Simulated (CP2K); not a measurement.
# A self-consistent single point of Bi2WO8 (P1, 11 atoms in the cell) with CP2K

Method: PBEsol, GPW, DZVP-MOLOPT-SR-GTH basis, GTH-PBE potentials (GTH_POTENTIALS) (CP2K).

This input was run:

```
&GLOBAL
  PROJECT calc
  RUN_TYPE ENERGY_FORCE
  PRINT_LEVEL LOW
&END GLOBAL
&FORCE_EVAL
  METHOD Quickstep
  STRESS_TENSOR ANALYTICAL
  &DFT
    BASIS_SET_FILE_NAME BASIS_MOLOPT
    POTENTIAL_FILE_NAME GTH_POTENTIALS
    &QS
      METHOD GPW
      EPS_DEFAULT 1E-10
    &END QS
    &MGRID
      CUTOFF 500
      REL_CUTOFF 40
      NGRIDS 5
    &END MGRID
    &SCF
      SCF_GUESS ATOMIC
      EPS_SCF 1E-7
      MAX_SCF 100
      ADDED_MOS 12
      &DIAGONALIZATION
        ALGORITHM STANDARD
      &END DIAGONALIZATION
      &MIXING
        METHOD BROYDEN_MIXING
        ALPHA 0.4
        NBUFFER 10
      &END MIXING
      &SMEAR ON
        METHOD GAUSSIAN
        SIGMA [eV] 0.01
      &END SMEAR
    &END SCF
    &KPOINTS
      SCHEME MONKHORST-PACK 3 3 3
    &END KPOINTS
    &XC
      &XC_FUNCTIONAL
        &PBE
          PARAMETRIZATION PBESOL
        &END PBE
      &END XC_FUNCTIONAL
    &END XC
    &PRINT
      &MO
        EIGENVALUES T
        OCCUPATION_NUMBERS T
        NDIGITS 8
        FILENAME mo
        &EACH
          QS_SCF 0
        &END EACH
        ADD_LAST NUMERIC
      &END MO
      &MULLIKEN OFF
      &END MULLIKEN
    &END PRINT
  &END DFT
  &SUBSYS
    &CELL
      A 5.45375000 0.00000000 0.00000000
      B -0.74723600 5.67429000 0.00000000
      C -1.34551900 -2.38242200 5.12174000
      PERIODIC XYZ
    &END CELL
    &COORD
      Bi       2.09873189     5.35103889     0.11646837
      Bi       2.90798532     3.17857462     2.57669618
      W        0.00448595     0.82864360     2.50309677
      O       -0.04222471    -0.44717903     3.71469559
      O       -0.73660451     2.43547123     3.60857313
      O        1.18304190     0.71603319     1.06726818
      O        1.41642529     3.60901447     1.12032941
      O        1.56544110     1.66490447     3.50122146
      O        2.74283106    -1.38241841     4.14287305
      O        3.84618491     4.76946016     1.39639119
      O        3.75799880     1.39195463     1.65621706
    &END COORD
    &KIND Bi
      BASIS_SET DZVP-MOLOPT-SR-GTH-q5
      POTENTIAL GTH-PBE-q5
    &END KIND
    &KIND W
      BASIS_SET DZVP-MOLOPT-SR-GTH-q14
      POTENTIAL GTH-PBE-q14
    &END KIND
    &KIND O
      BASIS_SET DZVP-MOLOPT-SR-GTH-q6
      POTENTIAL GTH-PBE-q6
    &END KIND
  &END SUBSYS
  &PRINT
    &FORCES ON
    &END FORCES
    &STRESS_TENSOR ON
    &END STRESS_TENSOR
  &END PRINT
&END FORCE_EVAL
```

The program printed (abridged):

```
 GLOBAL| Method name                                                        CP2K
 GLOBAL| Project name                                                       calc
 GLOBAL| Run type                                                   ENERGY_FORCE

 TOTAL NUMBERS AND MAXIMUM NUMBERS

  Total number of            - Atomic kinds:                                   3
                             - Atoms:                                         11
                             - Shell sets:                                    11
                             - Shells:                                        58
                             - Primitive Cartesian functions:                 56
                             - Cartesian basis functions:                    171
                             - Spherical basis functions:                    156

  Maximum angular momentum of- Orbital basis functions:                        3
                             - Local part of the GTH pseudopotential:          2
                             - Non-local part of the GTH pseudopotential:      4

 SCF PARAMETERS         Density guess:                                    ATOMIC
                        max_scf:                                             100
                        max_diis:                                              4
                        eps_scf:                                        1.00E-07
                        eps_diis:                                       1.00E-01
                        eps_eigval:                                     1.00E-05
                        level_shift [a.u.]:                             0.000000
                        added MOs                                        12    0
                        Mixing method:                            BROYDEN_MIXING
                                                charge density mixing in g-space
                        Smear method:                                   GAUSSIAN
                        Smearing width (sigma) [a.u.]:                  3.67E-04
                        Accuracy threshold:                             1.00E-10
                        No outer SCF

 Extrapolation method: initial_guess

 Number of electrons:                                                         72
 Number of occupied orbitals:                                                 36
 Number of molecular orbitals:                                                48

 Number of orbital functions:                                                156
 Number of independent orbital functions:                                    156

 SCF WAVEFUNCTION OPTIMIZATION

  Step     Update method      Time    Convergence         Total energy    Change
     1 NoMix/Diag. 0.40E+00      -     1.79252621      -207.1983237843 -2.07E+02
     2 Broy./Diag. 0.40E+00      -     0.67263503      -200.0200683479  7.18E+00
     3 Broy./Diag. 0.40E+00      -     0.42763408      -210.1409487047 -1.01E+01
     4 Broy./Diag. 0.40E+00      -     0.16078554      -207.7889183360  2.35E+00
     5 Broy./Diag. 0.40E+00      -     0.04766227      -207.2609748478  5.28E-01
     6 Broy./Diag. 0.40E+00      -     0.04047629      -207.0710130114  1.90E-01
     7 Broy./Diag. 0.40E+00      -     0.02213665      -206.9239214460  1.47E-01
   [... 11 lines left out ...]
    19 Broy./Diag. 0.40E+00      -     0.00000099      -206.9057844313  1.37E-06
    20 Broy./Diag. 0.40E+00      -     0.00000027      -206.9057853363 -9.05E-07
    21 Broy./Diag. 0.40E+00      -     0.00000021      -206.9057853154  2.09E-08
    22 Broy./Diag. 0.40E+00      -     0.00000018      -206.9057843526  9.63E-07
    23 Broy./Diag. 0.40E+00      -     0.00000007      -206.9057839987  3.54E-07

  *** SCF run converged in    23 steps ***

  Electronic density on regular grids:        -71.9999999931        0.0000000069
  Core density on regular grids:               71.9999999938       -0.0000000062
  Total charge density on r-space grids:        0.0000000007
  Total charge density g-space grids:           0.0000000007

  Overlap energy of the core charge distribution:               0.00000061979650
  Self energy of the core charge distribution:               -457.91323724552387
  Core Hamiltonian energy:                                    119.99601268818985
  Hartree energy:                                             168.70864100834399
  Exchange-correlation energy:                                -37.69720106946377
  Smearing free energy correction:                             -0.00000000000000
  Fermi energy:                                                 0.11800715479006

  Total energy:                                              -206.90578399865731
  Total energy (extrapolated to sigma->0):                   -206.90578399865731

 ENERGY| Total FORCE_EVAL ( QS ) energy [hartree]           -206.905784070164600

 FORCES| Atomic forces [hartree/bohr]
 FORCES|   Atom     x               y               z               |f|
 FORCES|      1 -2.30267475E-04 -2.90757247E-03 -1.60938269E-03   3.33123302E-03
 FORCES|      2  9.68868578E-05  1.20080540E-03 -8.96621130E-04   1.50174902E-03
 FORCES|      3  4.21478508E-03 -1.72052233E-02  9.32525178E-03   2.00186024E-02
 FORCES|      4 -2.55889116E-03  3.07644794E-02 -2.72381211E-02   4.11693619E-02
 FORCES|      5  5.59446134E-03 -1.04804313E-02 -9.93765421E-03   1.54885251E-02
 FORCES|      6 -2.28181096E-02  6.34105842E-03  2.28468407E-02   3.29067361E-02
 FORCES|      7 -4.78470153E-03 -5.35292789E-03 -4.02449486E-04   7.19090894E-03
 FORCES|      8 -1.39248023E-02 -1.28782568E-02 -8.31270936E-03   2.07087121E-02
 FORCES|      9  2.48572043E-03  7.35111367E-03  3.97855324E-03   8.72046811E-03
 FORCES|     10  1.02219351E-02  1.08631608E-02  5.38700624E-03   1.58592577E-02
 FORCES|     11  2.10746196E-02 -7.90184694E-03  7.41134840E-03   2.36961360E-02
 FORCES| Sum    -6.28363748E-04 -2.05641023E-04  5.52062384E-04
 FORCES| Total atomic force                                       8.61337394E-04

 STRESS| Analytical stress tensor [bar]
 STRESS|                        x                   y                   z
 STRESS|      x       -2.78299290295E+04  -1.07079049939E+03  -1.63136995441E+03
 STRESS|      y       -1.07079049939E+03  -2.58826340432E+04   6.48844564723E+03
 STRESS|      z       -1.63136995441E+03   6.48844564723E+03  -3.80593421550E+04
 STRESS| 1/3 Trace                                            -3.05906350759E+04
```

The run converged in 23 iterations.

The starting cell comes from a database of computed structures (which also holds hypothetical and non-ambient phases and stackings), without a prior relaxation at this level. Spin polarisation is off. Values carry the incompleteness of an atom-centred basis. The potentials were made for another functional than the one used. With a pressure of about -3 GPa the cell is away from its equilibrium volume at this level. Forces in this geometry exceed 1 eV/Å.

Cost on one core of a shared machine: roughly 70 s.
